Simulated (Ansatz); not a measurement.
**Computed paths: interstitial Mg in wurtzite ZnO, charge state +2**

Defect: interstitial Mg in wurtzite ZnO, charge state +2. These are PBE, PAW (plane waves to 420 eV; Ansatz, a first-principles code) values and carry that method's errors.

Cell of 72 host sites held at the relaxed PBE lattice; one k-point at (0.125, 0.250, 0.250); Fermi-Dirac width 0.01 eV, spin-restricted; finite-size errors left in. No zero-point or tunnelling terms. The charge state is imposed; whether it is stable for some Fermi level was not computed. Sites that were not tried may lie lower.

Barriers: single points on a 2×2×2 k-point mesh shifted by half a step along c at the bands' geometries.

| Route | Start site over the lowest site run (eV) | Hop (Å) | Forward barrier (eV) | Backward barrier (eV) | Neighbours at the start | Neighbours at the saddle | Saddle order | Forward, on the band's own sampling (eV) |
|---|---|---|---|---|---|---|---|---|
| a concerted move, in which Mg travels most | 0.00 | 1.94 | 0.64 | 0.50 | 3 O at 2.03, 2 O at 2.33, O at 2.35; 3 Zn at 2.46 Å | O at 1.90, O at 1.91, O at 1.95 Å | first order | 0.67 |
| a concerted move, in which Mg travels most | 0.00 | 2.64 | 1.16 | 1.16 | 3 O at 2.03, 2 O at 2.33, O at 2.35; 3 Zn at 2.46 Å | 3 O at 1.91 Å | first order | 1.16 |

Paths come from CI-NEB runs. Of the routes that converged and passed our checks, the lowest saddle point lies 0.64 eV above the lowest of the sites run (a concerted move, in which Mg travels most); other sites, such as split forms, and other routes may lie lower.  A further band (a concerted move, in which Mg travels most, 2.68 Å) gave 0.93 eV forward on its own sampling, 0.93 eV above the lowest site run, but a shoulder points to a second hump between its images, so it is not taken as a result.

The whole set of runs took about 5 core-hours (a rough figure).
